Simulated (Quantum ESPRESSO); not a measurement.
**Quick settings and what they miss: TiTe2 (P-3m1, 3 atoms in the cell)**

Self-consistent single point.

```yaml
crystal:
  lattice:
    - [3.84180, 0.00000, 0.00000]
    - [-1.92090, 3.32710, 0.00000]
    - [0.00000, 0.00000, 6.74915]
  atoms:
    - { symbol: Ti, position: [0.00000, 0.00000, 0.00000] }
    - { symbol: Te, position: [0.66667, 0.33333, 0.74983] }
    - { symbol: Te, position: [0.33333, 0.66667, 0.25017] }
```

Method: LDA (PZ), GBRV 1.5 ultrasoft (LDA) pseudopotentials (plane waves; Quantum ESPRESSO).

Base settings: ecutwfc = 50 Ry; ecutrho = 400 Ry; occupations = smearing; smearing = gaussian; degauss = 0.0147 Ry; potentials = {Ti: ti_lda_v1.4.uspp.F.UPF, Te: te_lda_v1.uspp.F.UPF}; K_POINTS = automatic 10 10 5 0 0 0; conv_thr = 1e-10 Ry.

Tight run (finer mesh or higher cutoff; not a proven limit): ecutwfc: 50 Ry → 70 Ry; ecutrho: 400 Ry → 560 Ry; conv_thr: 1e-10 Ry → 7.3e-11 Ry; K_POINTS: automatic 10 10 5 0 0 0 → automatic 14 14 7 0 0 0. It gave Fermi level (on the code's own zero) 6.72 eV; pressure -5.15 GPa; largest force (vector length) 0.261 eV/Å.

Quick runs, as changes from the base:
- A: the base itself
- B: ecutwfc: 50 Ry → 32 Ry; ecutrho: 400 Ry → 256 Ry; pseudopotentials: {Ti: ti_lda_v1.4.uspp.F.UPF, Te: te_lda_v1.uspp.F.UPF} → {Ti: ti_pbe_v1.4.uspp.F.UPF, Te: Te_pbe_v1.uspp.F.UPF}; K_POINTS: automatic 10 10 5 0 0 0 → automatic 8 8 8 0 0 0; input_dft: default → pbesol [PBEsol]
- C: ecutwfc: 50 Ry → 39 Ry; ecutrho: 400 Ry → 312 Ry; conv_thr: 1e-10 Ry → 7.3e-05 Ry; pseudopotentials: {Ti: ti_lda_v1.4.uspp.F.UPF, Te: te_lda_v1.uspp.F.UPF} → {Ti: ti_pbe_v1.4.uspp.F.UPF, Te: Te_pbe_v1.uspp.F.UPF}; K_POINTS: automatic 10 10 5 0 0 0 → automatic 1 1 1 0 0 0; input_dft: default → pbesol [PBEsol]
- D: ecutwfc: 50 Ry → 39 Ry; ecutrho: 400 Ry → 312 Ry; smearing: gaussian → fermi-dirac; degauss: 0.0147 Ry → 0.0099958 Ry; conv_thr: 1e-10 Ry → 7.3e-06 Ry; pseudopotentials: {Ti: ti_lda_v1.4.uspp.F.UPF, Te: te_lda_v1.uspp.F.UPF} → {Ti: ti_pbe_v1.4.uspp.F.UPF, Te: Te_pbe_v1.uspp.F.UPF}; K_POINTS: automatic 10 10 5 0 0 0 → automatic 6 6 6 1 1 1; input_dft: default → pbesol [PBEsol]
- E: ecutwfc: 50 Ry → 25 Ry; ecutrho: 400 Ry → 200 Ry; K_POINTS: automatic 10 10 5 0 0 0 → automatic 4 4 4 1 1 1
- F: ecutwfc: 50 Ry → 30 Ry; ecutrho: 400 Ry → 240 Ry; smearing: gaussian → fermi-dirac; degauss: 0.0147 Ry → 0.0099958 Ry; conv_thr: 1e-10 Ry → 7.3e-05 Ry; K_POINTS: automatic 10 10 5 0 0 0 → automatic 3 3 3 1 1 1

Energies are extrapolated to zero smearing width, which holds to low order in the width alone (under cold and Methfessel-Paxton smearing the free energy itself is taken).

Dashes: energy of B, C, D, another energy zero; pressure of C, D, F, not trusted under this conv_thr with d or f elements; time of E, F, under 30 s.

† marks runs with another functional, U, potentials or spin treatment: their distance from the tight run is not a convergence error alone.

The count of work is k-points × plane waves × bands × iterations; it is no time. Core times come from one kind of shared machine and are given to one figure; runs under 30 s give none.

The starting cell comes from a database of computed structures (which also holds hypothetical and non-ambient phases and stackings), without a prior relaxation at this level. Its lattice was rescaled by a random factor within 2.5 % of one. Spin polarisation is off, so a magnetic state, if there is one, cannot be reached. In the base run, with a pressure of about -5 GPa the cell is away from its equilibrium volume at this level.

```
run  energy less tight (meV/atom)  pressure less tight (GPa)  largest miss in a force vector (eV/Å)  count of work / tight  core time / tight (rough)
---  ----------------------------  -------------------------  -------------------------------------  ---------------------  -------------------------
A                            -0.8                       0.00                                  0.004                   0.22                        0.3
B†                              –                       1.72                                  0.186                   0.15                        0.2
C†                              –                          –                                  1.238                 0.0051                       0.09
D†                              –                          –                                  0.209                   0.10                        0.1
E                            42.0                      -1.88                                  0.007                  0.036                          –
F                           -10.0                          –                                  0.018                 0.0097                          –
```

Among the runs at the tight run's level, the energy misses run from 0.8 to 42.0 meV/atom.
